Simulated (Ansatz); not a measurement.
## HfC under a change: biaxial strain +0.50 %, plane normal [001], relaxed out of plane

Consider HfC in the rock salt structure (space group Fm-3m, No. 225; a = 4.607 Å; relaxed with 0.1 eV smearing). Axes: x, y, z lie along the cube axes.

Now apply this change: tensile biaxial strain of 0.50 % in the plane normal to [001], as in epitaxy on a mismatched substrate; the out-of-plane cell vector and the atoms relax.

All numbers come from plane-wave PAW DFT at the PBEsol level (Ansatz, an electronic-structure program, 420 eV), spin-orbit coupling left out. Γ-centred 22×22×22 mesh, Fermi–Dirac width 0.1 eV.

The space group goes from Fm-3m (No. 225) to I4/mmm (No. 139) and the shortest interatomic distance falls by 0.0043 Å to 2.299 Å. The energy rises by 1.1 meV/atom and the pressure (mean of the normal stresses, compression positive) goes from zero to -2.0 GPa. The band gap remains zero and the out-of-plane strain amounts to -0.19 %. The mean in-plane stress (compression positive) amounts to -2.9 GPa.

Final structure (turned so that z lies along the plane normal):

```
CELL_PARAMETERS angstrom
      3.27397     0.00000     0.00000
      0.00000     3.27397     0.00000
      1.63698    -1.63698     2.29918
ATOMIC_POSITIONS crystal
  Hf 0.00000 0.00000 0.00000
  C  0.50000 0.50000 0.00000
```

Whether these cells are dynamically stable was not tested. The final runs are not spin-polarised.
